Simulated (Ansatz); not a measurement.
LiNbO₃ (R3c), PBE, rigid bands in Ansatz (a quantum-chemistry and plane-wave program): Condition of this run: functional PBE, cell relaxed with it. band gap 3.54 eV, N_c = 6.67e20 cm⁻³ and N_v = 5.83e20 cm⁻³ at 300 K, conductivity masses along x (a = (2.59, 1.50, 4.67) Å; b = (-2.59, 1.50, 4.67) Å; c = (0.00, -3.00, 4.67) Å) of 2.05 mₑ (electrons) and 3.00 mₑ (holes). Take k_BT = 0.02585 eV.

**Question.** Find the intrinsic carrier density and the intrinsic Fermi level.

**Answer.** n_i = √(N_c N_v) exp(−E_g/2k_BT) = 6.24e20 × exp(−68.47) = 1.1e-9 cm⁻³. The level lies (k_BT/2) ln(N_v/N_c) = -2 meV from mid-gap (positive towards the conduction band). Each 0.1 eV added to the gap lowers n_i by a factor of 6.9.

**Question.** What thermal injection velocity √(2k_BT/πm) limits a ballistic channel along the direction named?

**Answer.** 3.76e6 cm/s for electrons and 3.11e6 cm/s for holes, a ratio of √(m_h/m_e) = 1.21, for dilute carriers.

**Question.** A film of it is 5 nm thick, with its normal along the direction named. Estimate the confinement energies in an infinite well.

**Answer.** ħ²π²/(2m t²) = 0.376 eV·nm²/(m/mₑ × t²) gives 7.34 meV for electrons and 5.01 meV for holes, so the gap would widen to about 3.55 eV. Finite barriers and nonparabolic bands lower this, and with several valleys or bands the heaviest mass along the normal sets the lowest level, not this average.

Rigid, parabolic bands with the computed gap; masses take one relaxation time for all states. Spin-orbit coupling is left out; where it splits the top of the valence band, N_v and the p-type Seebeck coefficient come out somewhat high without it.
